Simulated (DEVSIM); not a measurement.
System: illuminated Si n-on-p cell, one wavelength, at 300 K.

Layer 1 from the left is Si, thickness (μm) 0.520, Nd (cm⁻³) 6.6e18, τn (s) 1.2e-6, τp (s) 0.0001, absorption coefficient (cm⁻¹) 81000. Layer 2 from the left is Si, thickness (μm) 29.0, Na (cm⁻³) 1.2e17, τn (s) 0.00011, τp (s) 0.00011, absorption coefficient (cm⁻¹) 81000.

Left contact: ohmic, minority hole recombination velocity 1e5 cm/s. Right contact: ohmic, minority electron recombination velocity 8e6 cm/s. Voltage is applied to the left contact. Recombination: SRH at mid-gap, radiative, Auger. Light enters at the left, 6e16 photons cm⁻² s⁻¹, one pass, no reflection. Mobility is μmin + (μ − μmin)/(1 + (N/Nref)^α).

Constants are typed, rounded textbook-type inputs, not results; the design itself was drawn at random and stands for no fabricated device. Values at 300 K.

Si: gap (eV) 1.124, affinity (eV) 4.05, permittivity 11.7, Nc (cm⁻³) 2.86e19, Nv (cm⁻³) 3.1e19, μn (cm²/Vs) 1417, μp (cm²/Vs) 470, μn,min 52, μp,min 45, Nref,n 9.7e16, Nref,p 2.2e17, αn 0.68, αp 0.72, B (cm³/s) 4.7e-15, Cn (cm⁶/s) 2.8e-31, Cp (cm⁶/s) 9.9e-32.

DEVSIM, 1D drift-diffusion, Boltzmann statistics, complete ionisation; no tunnelling, impact ionisation, image-force lowering or self-heating.

Q: What does the simulation give for the largest field in the device at zero bias, the open-circuit voltage?

A: largest field in the device at zero bias 210000 V/cm; open-circuit voltage 0.573 V.
